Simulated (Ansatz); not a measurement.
ScAl₃N₄ (model structure, P-6m2, No. 187, 8 atoms in the cell): properties by level of theory

```
level (code)     lattice parameter a (Å)  lattice parameter c (Å)  bulk modulus (GPa)  cohesive energy (eV/atom)  band gap (eV)
---------------  -----------------------  -----------------------  ------------------  -------------------------  -------------
PBE (Ansatz)                  (withheld)                    8.449                 186                 (withheld)     (withheld)
PBEsol (Ansatz)                    3.436                    8.365          (withheld)                 (withheld)           2.59
r²SCAN (Ansatz)                    3.435               (withheld)                 203                       5.79           3.07
```

Problem. What belongs in the gaps?

Solution. 
- PBE (Ansatz, a program for electronic structure), lattice parameter a (Å): 3.456
- PBE (Ansatz), cohesive energy (eV/atom): 5.74
- PBE (Ansatz), band gap (eV): 2.68
- PBEsol (Ansatz), bulk modulus (GPa): 197
- PBEsol (Ansatz), cohesive energy (eV/atom): 6.14
- r²SCAN (Ansatz), lattice parameter c (Å): 8.383

Computed values are for a static lattice.  Each level is taken at its own relaxed cell. Cutoffs differ between the levels. Ansatz's density-functional and Hartree–Fock values are scalar-relativistic unless marked +SOC, with PAW data made under PBE.

Caveats: the bulk modulus is −V dP/dV from two relaxed cells at ±2 % in volume (PBE, PBEsol, r²SCAN). Ansatz's density-functional and Hartree–Fock values are scalar-relativistic unless marked +SOC, with PAW data made under PBE.

Free atoms are spin-polarised, in the lowest state found; at levels without +SOC their spin–orbit coupling is left out.

A model structure was made by putting elements into a prototype or built by hand; it is no filed structure, need not be a known phase, and can be a saddle point held by its symmetry.
